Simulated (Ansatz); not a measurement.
WGe (model structure, started from the NbAs type, I4₁md, No. 109, 4 atoms in the cell): properties by level of theory

| level (code) | lattice constant a (Å) | lattice parameter c (Å) | enthalpy of formation (eV/atom) |
|---|---|---|---|
| PBE (Ansatz) | 3.445 | [?] | 0.214 |
| PBEsol (Ansatz) | 3.411 | 10.859 | [?] |
| PBE-D3(BJ) (Ansatz) | 3.420 | 10.854 | 0.160 |

### Question
Some entries are withheld; supply them.

### Answer

- PBE (Ansatz, a first-principles code), lattice parameter c (Å): 10.994
- PBEsol (Ansatz), enthalpy of formation (eV/atom): 0.146

Ansatz's density-functional and Hartree–Fock values are scalar-relativistic unless marked +SOC, with PAW data made under PBE.

The computed numbers hold no vibrational or temperature effects.

A model structure was made by putting elements into a prototype or built by hand; it is no filed structure, need not be a known phase, and can be a saddle point held by its symmetry.
